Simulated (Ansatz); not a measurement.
Where the default PAW files enter, the runs use the earlier of Ansatz's two default sets.

By PBEsol, the system below comes out a metal.

Without scattering a metal conducts by its projected Fermi surface.

Here is the system:

```xyz
1
Lattice="4.6808 0.0000 0.0000 -2.3404 4.0537 0.0000 2.3404 1.3512 0.9555" Properties=species:S:1:pos:R:3 pbc="T T T"
Ta     0.0000     0.0000     0.0000
```

Space group of this cell: Im-3m, bcc (W type). The cell is taken as given; by PBEsol its mean pressure is -5.1 GPa.

The current flows along the normal of the first two printed cell vectors, the (111) plane of the conventional cell. No spin-orbit coupling; the value is a mean over 0.1 eV about the Fermi level.

### Question
Give the ballistic conductance per area that PBEsol run with Ansatz (a quantum-chemistry and plane-wave program) yields.

### Answer
1.8 × 10¹⁵ S/m² for both spins.
